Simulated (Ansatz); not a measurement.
Defect migration in rock-salt LiF with all lengths changed by -1 %: interstitial H, charge state +1. Method: PBE, PAW (plane waves to 420 eV; Ansatz, a quantum-chemistry and plane-wave program).

Cell of 64 host sites held at the strained lattice (strain from the relaxed PBE one, atoms relaxed); a 2×2×2 k-point mesh shifted by half a step; Fermi-Dirac width 0.01 eV, spin-restricted; finite-size errors left in. No zero-point or tunnelling terms. The charge state is imposed; whether it is stable for some Fermi level was not computed. Sites that were not tried may lie lower.

The step: several atoms move together, H the farthest. Atoms about the jump, Cartesian Å from the middle of the jump, before and after:

```csv
atom,x0,y0,z0,x1,y1,z1
H1,0.00,1.00,0.00,0.00,-1.00,0.00
F2,0.81,0.19,0.00,0.81,-0.19,0.00
Li3,-1.29,-0.28,0.00,-1.29,0.28,0.00
F4,-1.03,-0.02,2.00,-1.03,0.02,2.00
F5,-1.02,-2.06,0.00,-0.81,-1.82,0.00
F6,-0.81,1.82,0.00,-1.02,2.06,0.00
F7,-1.03,-0.02,-2.00,-1.03,0.02,-2.00
Li8,1.00,0.00,2.11,1.00,0.00,2.11
Li9,1.00,-2.09,0.00,1.29,-2.29,0.00
Li10,1.29,2.29,0.00,1.00,2.09,0.00
Li11,1.00,0.00,-2.11,1.00,0.00,-2.11
Li12,3.09,0.00,0.00,3.09,0.00,0.00
F13,0.99,-1.99,1.99,1.03,-2.03,2.00
F14,1.03,2.03,2.00,0.99,1.99,1.99
F15,0.99,-1.99,-1.99,1.03,-2.03,-2.00
F16,1.03,2.03,-2.00,0.99,1.99,-1.99
Li17,-1.02,-2.04,2.05,-1.00,-2.00,2.11
Li18,-1.00,2.00,2.11,-1.02,2.04,2.05
Li19,-1.02,-2.04,-2.05,-1.00,-2.00,-2.11
Li20,-1.00,2.00,-2.11,-1.02,2.04,-2.05
F21,-3.07,-0.01,0.00,-3.07,0.01,0.00
F22,2.99,0.01,1.99,2.99,-0.01,1.99
F23,2.98,-1.98,0.00,3.07,-2.02,0.00
F24,3.07,2.02,0.00,2.98,1.98,0.00
F25,2.99,0.01,-1.99,2.99,-0.01,-1.99
Li26,-3.05,-0.01,2.05,-3.05,0.01,2.05
Li27,-3.09,-2.08,0.00,-3.09,-2.01,0.00
Li28,-3.09,2.01,0.00,-3.09,2.08,0.00
Li29,-3.05,-0.01,-2.05,-3.05,0.01,-2.05
```

Q: Predict the transition state.

A: 
| atom | x | y | z |
|---|---|---|---|
| H1 | 0.21 | 0.00 | 0.01 |
| F2 | 1.15 | 0.00 | 0.01 |
| Li3 | -1.51 | 0.00 | 0.00 |
| F4 | -0.97 | 0.00 | 1.91 |
| F5 | -0.97 | -1.90 | 0.00 |
| F6 | -0.97 | 1.90 | 0.00 |
| F7 | -0.97 | 0.00 | -1.90 |
| Li8 | 1.05 | 0.00 | 2.19 |
| Li9 | 1.04 | -2.19 | 0.00 |
| Li10 | 1.04 | 2.19 | 0.00 |
| Li11 | 1.04 | 0.00 | -2.18 |
| Li12 | 3.10 | 0.00 | 0.00 |
| F13 | 1.01 | -2.00 | 2.00 |
| F14 | 1.01 | 2.00 | 2.00 |
| F15 | 1.01 | -2.00 | -1.99 |
| F16 | 1.01 | 2.00 | -1.99 |
| Li17 | -1.00 | -2.01 | 2.02 |
| Li18 | -1.00 | 2.01 | 2.02 |
| Li19 | -1.00 | -2.01 | -2.01 |
| Li20 | -1.00 | 2.01 | -2.01 |
| F21 | -3.19 | 0.00 | 0.00 |
| F22 | 2.99 | 0.00 | 2.03 |
| F23 | 2.99 | -2.02 | 0.00 |
| F24 | 2.99 | 2.02 | 0.00 |
| F25 | 2.99 | 0.00 | -2.02 |
| Li26 | -3.09 | 0.00 | 2.08 |
| Li27 | -3.09 | -2.07 | 0.00 |
| Li28 | -3.09 | 2.07 | 0.00 |
| Li29 | -3.09 | 0.00 | -2.07 |
It lies 0.78 eV above the start and 0.78 eV above the end. The saddle point's order was not checked, and it lies on a symmetry element of the cell, where a band can be held.
